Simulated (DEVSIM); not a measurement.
Structure: Schottky contact on n-type Si, at 300 K.

```
layer (left to right)  material  thickness (μm)  Nd (cm⁻³)   τn (s)   τp (s)
---------------------  --------  --------------  ---------  -------  -------
1                            Si           0.440     1.1e15  0.00028  0.00028
```

Left contact: Schottky, work function 4.66 eV, emission velocity 1.2e7 cm/s. Right contact: ohmic. Voltage is applied to the left contact. Recombination: SRH at mid-gap, radiative. Mobility is constant in doping.

Constants are typed, rounded textbook-type inputs, not results; the design itself was drawn at random and stands for no fabricated device. Values at 300 K.

```csv
parameter,Si
gap (eV),1.124
affinity (eV),4.05
permittivity,11.7
Nc (cm⁻³),2.86e19
Nv (cm⁻³),3.1e19
μn (cm²/Vs),1417
μp (cm²/Vs),470
B (cm³/s),4.7e-15
```

Simulated with DEVSIM: 1D drift-diffusion, Boltzmann statistics, complete ionisation; no tunnelling, impact ionisation, image-force lowering or self-heating. Metal contacts follow the ideal Schottky-Mott rule: no Fermi-level pinning, no interface dipoles.

### Question
Tabulate band edges, carrier densities and field at zero bias.

### Answer
Energies count from the Fermi level of the right contact; mesh points crowd at the junctions.

```
x (μm)    Ec (eV)  Ev (eV)  n (cm⁻³)  p (cm⁻³)  field (V/cm)
--------  -------  -------  --------  --------  ------------
0.000       0.610   -0.514     1.6e9    7.2e10        -12000
0.005383    0.604   -0.520     2.1e9    5.7e10        -11000
0.01327     0.595   -0.529     2.9e9    4.0e10        -11000
0.02130     0.586   -0.538     4.1e9    2.8e10        -11000
0.03528     0.570   -0.554     7.5e9    1.5e10        -11000
0.04767     0.557   -0.567    1.3e10     9.2e9        -11000
0.06584     0.538   -0.586    2.7e10     4.4e9        -10000
0.09270     0.510   -0.614    7.7e10     1.5e9        -10000
0.1165      0.487   -0.637    1.9e11     6.2e8         -9600
0.1451      0.460   -0.664    5.3e11     2.2e8         -9100
0.1869      0.424   -0.700    2.2e12     5.4e7         -8400
0.2455      0.378   -0.746    1.3e13   9000000         -7400
0.2822      0.352   -0.772    3.5e13   3300000         -6800
0.3129      0.332   -0.792    7.6e13   1500000         -6300
0.3474      0.311   -0.813    1.7e14    680000         -5700
0.3708      0.298   -0.826    2.8e14    410000         -5400
0.3868      0.290   -0.834    3.9e14    300000         -5200
0.4001      0.283   -0.841    5.1e14    230000         -5100
0.4151      0.275   -0.849    6.8e14    170000         -5000
0.4253      0.270   -0.854    8.3e14    140000         -4900
0.4322      0.267   -0.857    9.5e14    120000         -4900
0.4400      0.263   -0.861    1.1e15    110000         -4900
```
